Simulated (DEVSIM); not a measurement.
Device: p-channel Si fully depleted SOI MOSFET with HfO2, at 300 K.

```yaml
gate_length: 100 nm
source_drain_length: 80 nm
dielectric_thickness: 11.8 nm
lateral_straggle: 5.5 nm
underlap: 0 nm
body_thickness: 41 nm
buried_oxide: 100 nm
gate_work_function: 4.67 eV
source_and_drain_doping: 1e20 cm⁻³, Gaussian tails under the gate
body_doping: 9e16 cm⁻³
lifetime: 1e-8 s
supply: 1 V
back_work_function: 4.46 eV
back_or_body_bias: -1 V
```

All mobilities are scaled by 0.5; velocity saturation, μ/(1 + (μE/vsat)^b)^(1/b) with b = 2 for electrons and 1 for holes and E the electric field along each mesh edge, is on. Mobility is constant in doping.

Constants are typed, rounded textbook-type inputs, not results; the design itself was drawn at random and stands for no fabricated device. Values at 300 K.

Si: gap (eV) 1.124, affinity (eV) 4.05, permittivity 11.7, Nc (cm⁻³) 2.86e19, Nv (cm⁻³) 3.1e19, μn (cm²/Vs) 1417, μp (cm²/Vs) 470, vsat,n (cm/s) 1e7, vsat,p (cm/s) 8.4e6. HfO2: gap (eV) 5.7, affinity (eV) 2.5, permittivity 22. SiO2: gap (eV) 9, affinity (eV) 0.9, permittivity 3.9.

DEVSIM, 2D drift-diffusion, Boltzmann statistics, complete ionisation; no quantum confinement, tunnelling, impact ionisation, self-heating, contact resistance or fringe fields beside the gate. Metal contacts follow the ideal Schottky-Mott rule: no Fermi-level pinning, no interface dipoles.

Transfer curves, |Id| in μA/μm:

```tsv
Vg (V)	Vd = -0.05 V	Vd = -1 V
0.3	0.01999	11.10
0.25	0.03331	13.43
0.2	0.05498	16.02
0.15	0.08976	18.86
0.1	0.1444	21.98
0.05	0.2288	25.40
0	0.3566	29.13
-0.05	0.5453	33.21
-0.1	0.8175	37.70
-0.15	1.202	42.68
-0.2	1.740	48.29
-0.25	2.499	54.72
-0.3	3.606	62.31
-0.35	5.310	71.56
-0.4	8.007	83.03
-0.45	11.99	97.43
-0.5	17.33	115.2
-0.55	23.73	135.9
-0.6	30.85	159.4
-0.65	38.46	185.7
-0.7	46.41	214.4
-0.75	54.52	245.0
-0.8	62.77	277.4
-0.85	71.12	311.4
-0.9	79.54	346.8
-0.95	88.01	383.4
-1	96.50	421.2
```

**Question.** Work out the subthreshold swing at low drain bias from the rows at 0.3 and 0.25 V, and compare it with the thermal limit.

**Answer.** log10(0.03331/0.01999) = 0.222 over 50.0 mV, so S = 225 mV/decade. The limit kT/q ln 10 is 59.5 mV/decade; the ratio is 3.79. This is the steepest step of the table.

**Question.** Give the natural length λ = √(ε_body t_body t_ox / (ε_ox)) and the gate length in units of it.

**Answer.** λ = 16.0 nm and L/λ = 6.2. The formula is that for thin layers, and L is the gate's length, not the shorter one between the doping tails.

Source and drain are degenerate, where Boltzmann statistics are only rough. The electric field that drives the saturation includes the junctions' built-in field, which lowers the mobility there even at small currents: subthreshold currents come out too low, a known weakness of this choice.
